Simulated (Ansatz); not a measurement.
The starting structures come from a database of crystals and need not be the phases stable at ambient conditions.

Inside the gap of an insulator the Bloch states are evanescent, with a wavenumber k + iκ along the transport direction.

Input:

```
LiNbSe2
1.0
    3.53331     0.00000     0.00000
   -1.76666     3.05994     0.00000
    0.00000     0.00000    13.54232
Li Nb Se
2 2 4
Direct
  0.00000   0.00000   0.00000
  0.00000   0.00000   0.50000
  0.00000   0.00000   0.25000
  0.00000   0.00000   0.75000
  0.33333   0.66667   0.12695
  0.66667   0.33333   0.87305
  0.66667   0.33333   0.62695
  0.33333   0.66667   0.37305
```

The cell is taken as given; by r2SCAN it stands under a pressure of -0.8 GPa.

Transport runs along the normal of the first two printed cell vectors, the (001) plane of the conventional cell.

The gap is the functional's own. No spin-orbit coupling. Mid-gap values are those at the computed energy nearest the middle.

Q: Compute, with r2SCAN run with Ansatz (an electronic-structure program), the band gap and the smallest decay constant κ at mid-gap.

A: Gap 0.76 eV on a 12×12×4 mesh; κ = 0.183 1/Å, at (0.167, 0.167) of the in-plane reciprocal vectors. At the zone centre the slowest state has κ = 0.31 1/Å.
